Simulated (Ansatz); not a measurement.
## Na in the bcc (W type) structure (space group Im-3m, No. 229)

```cif
data_Na
_chemical_formula_sum 'Na1'
_space_group_name_H-M_alt 'P 1'
_space_group_IT_number 1
_cell_length_a 3.61093
_cell_length_b 3.61093
_cell_length_c 3.61093
_cell_angle_alpha 109.471
_cell_angle_beta 109.471
_cell_angle_gamma 109.471
loop_
_space_group_symop_operation_xyz
  'x, y, z'
loop_
_atom_site_label
_atom_site_type_symbol
_atom_site_fract_x
_atom_site_fract_y
_atom_site_fract_z
_atom_site_occupancy
Na1 Na 0.00000 0.00000 0.00000 1
```

Calculations: Ansatz (a quantum-chemistry and plane-wave program), PBEsol, PAW, cutoff 420 eV, scalar-relativistic without spin-orbit coupling. Settings: 16×16×16 k-points, 0.05 eV Fermi–Dirac smearing.

| Property | Value |
|---|---|
| Volume per atom | 36.24 Å³ |
| Density | 1.05 g/cm³ |
| Band gap | zero |
| Total energy | -1475.870 eV/atom (σ→0; compares only within this code and set-up) |

Whether these cells are dynamically stable was not tested.
